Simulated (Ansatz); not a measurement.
Given:

```
HfO2
1.0
    0.00000     2.52188     2.55971
    2.52188     0.00000     2.55971
    2.52188     2.52188     0.00000
Hf O
1 2
Direct
  0.00000   0.00000   0.00000
  0.25000   0.25000   0.25000
  0.75000   0.75000   0.75000
```

No spin polarisation.

Computed with PBEsol in Ansatz (plane waves to 420 eV, PAW, no spin-orbit coupling). Γ-centred 11×11×11 mesh, Fermi–Dirac width 0.05 eV.

### Question
Predict the pressure, band gap and electron mass.

### Answer
The pressure (mean of the normal stresses, compression positive) is -3.80 GPa, the band gap is 3.59 eV and the electron mass is 1.1 mₑ along k, 0.71 mₑ across (at X).

With Hf present, leaving out spin-orbit coupling can change the band edges. The cells carry an imposed strain or load. Effective masses come from finite differences of ±0.01 Å⁻¹. Along k means along the line from Γ to the band edge. Whether these cells are dynamically stable was not tested. The cell was made from HfO2 in the fluorite structure (space group Fm-3m, No. 225) by this change: uniaxial strain ε_zz = +1.50 %. This is not the structure that HfO2 has at room temperature and ambient pressure.

Ansatz is a first-principles code.
